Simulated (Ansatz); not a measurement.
**Ir: energy against volume**

Ir (fcc, Fm-3m, 13.847 Å³/atom and stress up to 0.01 GPa in the relaxed cell, cube axes along x, y and z) under an equal strain ε along all three axes. LDA in Ansatz, a plane-wave DFT program (PAW, default set), 420 eV, 30×30×30 Γ-centred mesh, Fermi-Dirac smearing 0.10 eV.

Here V stands for volume and E for E less E0.

| volume (Å³/atom) | E less E0 (meV/atom) | pressure (GPa) |
|---|---|---|
| 12.6375 | ? | ? |
| 13.0324 | 66.67 | 28.49 |
| 13.2329 | 36.43 | 20.52 |
| 13.4354 | 15.60 | 13.13 |
| 13.6400 | 3.62 | 6.31 |
| 13.8467 | 0.00 | 0.00 |
| 14.0554 | 4.25 | -5.82 |
| 14.2663 | 15.90 | -11.18 |
| 14.4792 | 34.51 | -16.12 |
| 14.6942 | 59.66 | -20.65 |

Question: Fit E against V with the third-order Birch-Murnaghan form, a cubic in V^(-2/3), and predict the withheld value at V = 12.6375.

Answer: With u = V^(-2/3) - 0.174, the rows have u = 0.006572, 0.004743, 0.002943, 0.001169, -0.000579, -0.002300, -0.003996, -0.005667, -0.007313. Least squares gives E = 0.312 + 1291.64·u + 1314579·u² + 3856174·u³. Residuals (row less fit): -0.003, 0.007, 0.003, -0.005, -0.004, 0.002, 0.004, 0.002, -0.002; standard error 0.005 (degrees of freedom: 5). Its minimum lies at u = -0.000492, so V0 = (0.173508)^(-3/2) = 13.84. There d²E/du² = 2618000 and d³E/du³ = 2.314e7, so B0 = (4/9) × 13.84^(-7/3) × 2618000 × 0.160218 = 406 GPa (the last factor turns the table's units into GPa), and B0' = 4 + (2/3) × 0.173508 × (2.314e7)/2618000 = 5.0. B0' rests on the cubic coefficient alone and has a standard error of 0.1 from these residuals. At the withheld row, u = 0.010314, so E = 0.312 + 1291.64 × 0.010314 + 1314579 × 0.010314² + 3856174 × 0.010314³ = 157.708 meV/atom. The calculation gives 157.58 meV/atom, 0.128 meV/atom below the prediction (0.1 % of the range of E in the table). The row lies outside the fitted rows, so this is an extrapolation. The scatter of the fitted rows lies at the last printed digit.

In a metal these values are sensitive to mesh and smearing; energies are taken to zero smearing, stresses follow the free energy. The runs aren't spin-polarised. Spin-orbit coupling is left out, which can shift these values for the heavy elements here. Other structures, which can take over under pressure, weren't tried. The same form fitted to the pressure column gives B0' = 5.0; series where the two differ by over 0.4 aren't shown. Rows are the converged runs of the series near zero and its far end, less any whose ions stayed unrelaxed beside relaxed ones; series whose fitted rows scatter by over a few per cent of the range, as at a crossing or softening among them, aren't shown in this form.
